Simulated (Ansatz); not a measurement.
# Os: response to strain

Take Os in the hcp (Mg type) structure (space group P6_3/mmc, No. 194; relaxed with 0.1 eV smearing) as the base.

```
CELL_PARAMETERS angstrom
      2.72903     0.00000     0.00000
     -1.36451     2.36341     0.00000
      0.00000     0.00000     4.30906
ATOMIC_POSITIONS crystal
  Os 0.66667 0.33333 0.75000
  Os 0.33333 0.66667 0.25000
```

Cartesian axes are those of the cell as printed.

Strains are applied to the cell and any free atomic positions relax; under biaxial strain the out-of-plane vector relaxes too.

The values are results of PBEsol/PAW in Ansatz (a quantum-chemistry and plane-wave program), scalar-relativistic without spin-orbit coupling, not measurements.

Notes on the quantities. pressure: mean of the normal stresses, compression positive.

```csv
change,pressure,shortest interatomic distance
base,0.0 GPa,2.669 Å
"biaxial strain −3.00 %, plane normal [001], relaxed out of plane",21.6 GPa,2.647 Å
"biaxial strain −2.00 %, plane normal [001], relaxed out of plane",13.5 GPa,2.670 Å
"biaxial strain −1.00 %, plane normal [001], relaxed out of plane",6.4 GPa,2.669 Å
"biaxial strain +0.50 %, plane normal [001], relaxed out of plane",-2.9 GPa,2.669 Å
"biaxial strain +1.00 %, plane normal [001], relaxed out of plane",-5.6 GPa,2.669 Å
"biaxial strain +1.50 %, plane normal [001], relaxed out of plane",-8.2 GPa,2.669 Å
"biaxial strain +2.00 %, plane normal [001], relaxed out of plane",-10.6 GPa,2.669 Å
"biaxial strain +2.50 %, plane normal [001], relaxed out of plane",-12.8 GPa,2.669 Å
"biaxial strain +3.00 %, plane normal [001], relaxed out of plane",-14.9 GPa,2.669 Å
```

No phonon test of stability was made. The final runs are not spin-polarised.
